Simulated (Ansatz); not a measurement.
Consider InP in the zinc blende structure (space group F-43m, No. 216; a = 5.878 Å).

Structures relaxed with PBEsol (Ansatz, an electronic-structure program; PAW; 420 eV plane waves; spin-orbit coupling left out).

Base:

Simulated powder pattern, Cu Kα1, λ = 1.54056 Å (kinematic, ideal powder, no thermal factors, no anomalous dispersion; the 8 strongest lines at most, above 2 %, up to 2θ = 90°):

```tsv
2θ (°)	I/Imax (%)	hkl
26.24	100	(111)
30.39	26	(200)
43.51	56	(220)
51.52	45	(311)
63.22	8.8	(400)
69.66	18	(331)
79.87	18	(422)
85.82	14	(333)
```

After one change:

Simulated powder pattern, Cu Kα1, λ = 1.54056 Å (kinematic, ideal powder, no thermal factors, no anomalous dispersion; the 8 strongest lines at most, above 2 %, up to 2θ = 90°):

| 2θ (°) | I/Imax (%) |
|---|---|
| 25.95 | 100 |
| 30.05 | 26 |
| 43.02 | 56 |
| 50.93 | 45 |
| 62.47 | 8.9 |
| 68.81 | 18 |
| 78.85 | 18 |
| 84.69 | 14 |

Which change produced these results?
A. pressure 22.5 GPa
B. pressure −1 GPa
C. pressure 2.1 GPa
D. pressure −2 GPa

D, pressure −2 GPa. Its volume per atom is 26.23 Å³ against 25.39 Å³, and its space group is F-43m (No. 216).

Load acts through the strain it causes; cell and atoms are relaxed under it. Stability against distortions was not tested. Measured, InP leaves this structure (for rock salt) near 9.8 GPa (temperature not stated; as listed in Datta, Sujoy, Jana, Debnarayan, arXiv (2020)).
